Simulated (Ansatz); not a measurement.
## What holes 1.5×10^21 cm⁻³ does to HfO2

Start from HfO₂ in the fluorite structure (space group Fm-3m, No. 225; a = 5.0585 Å).

Now apply this change: 0.0485 holes added to each cell, a density of 1.5×10^21 cm⁻³, with a uniform compensating background at fixed cell and a 300 K Fermi–Dirac width.

Level of theory: r2SCAN in Ansatz (plane waves to 500 eV, PAW, spin-orbit coupling left out). Settings: 20×20×20 k-points, 0.0259 eV Fermi–Dirac smearing.

The gap between the host's bands goes up by 0.06 eV, from 4.30 eV to 4.36 eV and the gap character stays direct at X. The Fermi level relative to the doped band's edge (positive inside the band; to 0.05 eV) is +0.15 eV.

Carriers are added with a uniform compensating background; total energy and stress of such cells depend on the potential's zero and are not compared; many-body gap narrowing is missing at this level. Spin-orbit coupling, missing from the scalar runs, can matter with Hf. Stability against distortions was not tested. This is not the structure that HfO2 has at room temperature and ambient pressure.

Ansatz is a program for electronic structure.
